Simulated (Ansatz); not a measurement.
# CsBH4, pressure series

Start from CsBH₄ (space group F-43m, No. 216; a = 7.225 Å; a cell from a computed database, its experimental status unchecked).

Cell and atoms are relaxed at each pressure.

Levels (all Ansatz, a first-principles code, PAW): PBEsol (420 eV, no spin-orbit coupling); HSE06 (420 eV, no spin-orbit coupling).

Band gaps by level, all at the geometries relaxed with PBEsol:

```csv
case,PBEsol,HSE06
base,5.46 eV,6.82 eV
pressure −1 GPa,5.59 eV,6.93 eV
pressure 0.3 GPa,5.42 eV,6.79 eV
pressure 0.7 GPa,5.37 eV,6.75 eV
pressure 3 GPa,5.12 eV,6.53 eV
pressure 5 GPa,4.94 eV,6.36 eV
pressure 7.5 GPa,4.75 eV,6.17 eV
pressure 10 GPa,4.57 eV,6.00 eV
```

Single points use the geometry relaxed with PBEsol. The hybrid gap comes from the SCF mesh plus the semilocal run's edge points and a few special points and is an upper bound. Load acts through the strain it causes; cell and atoms are relaxed under it. Stability against distortions was not tested. No other phases were tried under pressure.
